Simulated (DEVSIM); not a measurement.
Structure: Ni/SiO2/n-Si capacitor, at 300 K.

```tsv
layer (left to right)	material	thickness (nm)	Nd (cm⁻³)
1	SiO2	13.0	-
2	Si	7200	6.3e15
```

Metal gate on the left, work function 5.1 eV. Fixed charge at the semiconductor interface -1.2e11 cm⁻² (in units of +e); interface traps 4.7e10 cm⁻² eV⁻¹, uniform in energy, neutral level at 0.5 of the gap above the valence band.

Constants are typed, rounded textbook-type inputs, not results; the design itself was drawn at random and stands for no fabricated device. Values at 300 K.

| parameter | SiO2 | Si |
|---|---|---|
| gap (eV) | 9 | 1.124 |
| affinity (eV) | 0.9 | 4.05 |
| permittivity | 3.9 | 11.7 |
| Nc (cm⁻³) | - | 2.86e19 |
| Nv (cm⁻³) | - | 3.1e19 |

Model (solved in DEVSIM): 1D Poisson equation in equilibrium, Boltzmann statistics, complete ionisation; no quantum confinement or tunnelling. Metal contacts follow the ideal Schottky-Mott rule: no Fermi-level pinning, no interface dipoles.

**Question.** Tabulate band edges, carrier densities and field at 0.4 V on the gate.

**Answer.** Energies count from the Fermi level of the right contact; mesh points crowd at the junctions.

```csv
x (μm),Ec (eV),Ev (eV),n (cm⁻³),p (cm⁻³),field (V/cm)
0.000,3.800,-5.200,< 1e2,< 1e2,-26000
0.001503,3.796,-5.204,< 1e2,< 1e2,-26000
0.004593,3.788,-5.212,< 1e2,< 1e2,-26000
0.009339,3.775,-5.225,< 1e2,< 1e2,-26000
0.01250,3.767,-5.233,< 1e2,< 1e2,-26000
0.01377,0.614,-0.510,1.4e9,8.3e10,-27000
0.01650,0.606,-0.518,1.9e9,6.3e10,-27000
0.02709,0.579,-0.545,5.4e9,2.2e10,-26000
0.04864,0.526,-0.598,4.2e10,2.8e9,-23000
0.1007,0.417,-0.707,2.8e12,4.1e7,-18000
0.2263,0.262,-0.862,1.1e15,100000,-6700
0.7139,0.218,-0.906,6.3e15,18000,≈ 0
1.706,0.218,-0.906,6.3e15,18000,≈ 0
3.961,0.218,-0.906,6.3e15,18000,≈ 0
6.221,0.218,-0.906,6.3e15,18000,≈ 0
6.803,0.218,-0.906,6.3e15,18000,≈ 0
7.044,0.218,-0.906,6.3e15,18000,≈ 0
7.144,0.218,-0.906,6.3e15,18000,≈ 0
7.193,0.218,-0.906,6.3e15,18000,≈ 0
7.205,0.218,-0.906,6.3e15,18000,≈ 0
7.210,0.218,-0.906,6.3e15,18000,≈ 0
7.213,0.218,-0.906,6.3e15,18000,≈ 0
```
